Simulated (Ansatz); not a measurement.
## A computed series for Ca: response to strain

The reference is Ca in the fcc (Cu type) structure (space group Fm-3m, No. 225; a = 5.456 Å; relaxed with 0.1 eV smearing). Axes: x, y, z lie along the cube axes.

Strains are applied to the cell and any free atomic positions relax; under biaxial strain the out-of-plane vector relaxes too.

Computed with Ansatz (an electronic-structure program) PBEsol, no spin-orbit coupling.

Candidates:
(a) biaxial strain −0.42 %, plane normal [111], relaxed out of plane
(b) biaxial strain −2.08 %, plane normal [111], relaxed out of plane
(c) biaxial strain +1.67 %, plane normal [111], relaxed out of plane

Notes on the quantities. energy relative to the base: free energy F.

Problem. Order them by energy relative to the base, lowest first.

Solution. (a) biaxial strain −0.42 %, plane normal [111], relaxed out of plane (+0.2 meV/atom), (c) biaxial strain +1.67 %, plane normal [111], relaxed out of plane (+3.0 meV/atom), (b) biaxial strain −2.08 %, plane normal [111], relaxed out of plane (+5.2 meV/atom)

Stability against distortions was not tested.
